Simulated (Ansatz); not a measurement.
Base system: ScAl₃ in the Cu3Au type structure (space group Pm-3m, No. 221; a = 4.072 Å; relaxed with 0.1 eV smearing). Axes: x, y, z lie along the cube axes.

Computed with PBEsol (Ansatz, a quantum-chemistry and plane-wave program), spin-orbit coupling left out.

Strains are applied to the cell and any free atomic positions relax; under biaxial strain the out-of-plane vector relaxes too.

One change was made to it. Results:

| quantity | base | after |
|---|---|---|
| shortest interatomic distance | 2.880 Å | 2.884 Å |
| energy relative to the base (free energy F) | 0 meV/atom | +0.8 meV/atom |

### Question
Name the change that was made.
A) biaxial strain +1.20 %, plane normal [001], relaxed out of plane
B) biaxial strain +0.60 %, plane normal [001], relaxed out of plane
C) biaxial strain +3.00 %, plane normal [001], relaxed out of plane
D) biaxial strain +2.40 %, plane normal [001], relaxed out of plane
E) biaxial strain +1.80 %, plane normal [001], relaxed out of plane

### Answer
B, biaxial strain +0.60 %, plane normal [001], relaxed out of plane. For comparison, the energy relative to the base in the other runs: biaxial strain +1.20 %, plane normal [001], relaxed out of plane gives +3.1 meV/atom; biaxial strain +2.40 %, plane normal [001], relaxed out of plane gives +12 meV/atom; biaxial strain +3.00 %, plane normal [001], relaxed out of plane gives +18 meV/atom; biaxial strain +1.80 %, plane normal [001], relaxed out of plane gives +6.9 meV/atom.

Whether these cells are dynamically stable was not tested. The final runs are not spin-polarised.
